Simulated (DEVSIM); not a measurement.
System: illuminated Si p-on-n cell, one wavelength, at 250 K.

Layer 1 from the left is Si, thickness (μm) 0.290, Na (cm⁻³) 3.4e18, τn (s) 8.5e-7, τp (s) 6.3e-8, absorption coefficient (cm⁻¹) 2400. Layer 2 from the left is Si, thickness (μm) 67.0, Nd (cm⁻³) 1.5e17, τn (s) 5.7e-6, τp (s) 5.7e-6, absorption coefficient (cm⁻¹) 2400.

Left contact: ohmic, minority electron recombination velocity 10 cm/s. Right contact: ohmic, minority hole recombination velocity 100 cm/s. Voltage is applied to the left contact. Recombination: SRH at mid-gap, radiative, Auger. Gap narrowing is on: ΔEg = 6.92 meV × (l + √(l² + 0.5)), l = ln(N/1.3e17 cm⁻³), shared equally by both band edges. Light enters at the left, 3.3e16 photons cm⁻² s⁻¹, one pass, no reflection. Mobility is μmin + (μ − μmin)/(1 + (N/Nref)^α).

This is a model device: material constants are rounded textbook-type values typed into the input, and sizes, dopings and lifetimes were drawn at random. Values at 300 K; Nc and Nv go as T^1.5, mobilities as T to minus their exponent, the gap by Varshni's rule with the affinity fixed.

Si: gap (eV) 1.124, affinity (eV) 4.05, permittivity 11.7, Nc (cm⁻³) 2.86e19, Nv (cm⁻³) 3.1e19, μn (cm²/Vs) 1417, μp (cm²/Vs) 470, μn,min 52, μp,min 45, Nref,n 9.7e16, Nref,p 2.2e17, αn 0.68, αp 0.72, T exponent of μn 2.3, T exponent of μp 2.2, B (cm³/s) 4.7e-15, Cn (cm⁶/s) 2.8e-31, Cp (cm⁶/s) 9.9e-32, Varshni α (eV/K) 0.000473, Varshni β (K) 636.

DEVSIM, 1D drift-diffusion, Boltzmann statistics, complete ionisation; no tunnelling, impact ionisation, image-force lowering or self-heating.

Dark forward current:

| |V| (V) | |J| (A/cm²) |
|---|---|
| 0.15 | 2.164e-11 |
| 0.20 | 7.268e-11 |
| 0.25 | 2.432e-10 |
| 0.30 | 8.177e-10 |
| 0.35 | 2.806e-9 |
| 0.40 | 1.015e-8 |
| 0.45 | 4.157e-8 |
| 0.50 | 2.151e-7 |
| 0.55 | 1.484e-6 |
| 0.60 | 1.270e-5 |
| 0.65 | 0.0001210 |
| 0.70 | 0.001203 |
| 0.75 | 0.01213 |
| 0.80 | 0.1224 |
| 0.85 | 1.175 |
| 0.90 | 8.570 |
| 0.95 | 47.53 |
| 1.00 | 303.6 |
| 1.05 | 1377 |
| 1.10 | 3628 |

**Question.** Work out the local ideality factor n = ΔV / (kT/q · ln(J2/J1)) between the rows 0.15 and 0.20 V, 0.75 and 0.80 V, 1.05 and 1.10 V.

**Answer.** kT/q = 21.54 mV. From 0.15 to 0.20 V: ln(7.268e-11/2.164e-11) = 1.212, n = 1.92, near the 2 of recombination in the depletion region. From 0.75 to 0.80 V: ln(0.1224/0.01213) = 2.312, n = 1.00, near the 1 of diffusion or emission over a barrier. From 1.05 to 1.10 V: ln(3628/1377) = 0.969, n = 2.40.

**Question.** What current could the absorbed light give at most, and what share is collected?

**Answer.** Σ αd = 16.1, so qΦ(1 − exp(−Σ αd)) = 5.29 mA/cm². The simulated short-circuit current is 5.082 mA/cm², a share of 0.96.

**Question.** Estimate the open-circuit voltage by superposition: the voltage at which the dark current equals that short-circuit current.

**Answer.** Interpolating ln J in the table gives 0.731 V. The simulation gives 0.731 V, the same within the digits that matter. Superposition holds where collection doesn't change with voltage.

**Question.** Estimate the fill factor from FF0 = (v − ln(v + 0.72))/(v + 1), v = qVoc/(nkT), with n from the dark curve.

**Answer.** The rows about Voc, 0.70 and 0.75 V, give n = 1.00, so v = 33.8 and FF0 = 0.869. The simulation gives 0.870, the same within the digits that matter.
